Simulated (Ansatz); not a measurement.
Functionals compared on a constructed model of the (100) surface of fcc Pt, a pseudomorphic layer of Re in the host's stacking (bottom of the slab: a bare face, its two planes held), in Ansatz (plane waves, PAW). The structure was relaxed with PBE; the other rows are single points on it. Cutoff 420 eV (500 eV for r2SCAN).

Set-up: 7 atoms, 12.2 Å thick at the start; mesh 13x13x1; 0.1 eV smearing; dipole correction on; 2 atoms held, the rest relaxed; symmetry of the start imposed; no spin, no spin-orbit, no U. It is one candidate, not shown to be the stable structure of the face. These notes are the PBE run's.

```tsv
functional	work function of the top face (eV)	rough cost of the single point
PBE	5.35	–
RPBE	…	very roughly 30 core-seconds
r2SCAN	5.42	very roughly 60 core-seconds
```

Task: Fill in the missing entries.

Result: 
- RPBE, work function of the top face (eV): 5.21

Ansatz is an electronic-structure program.
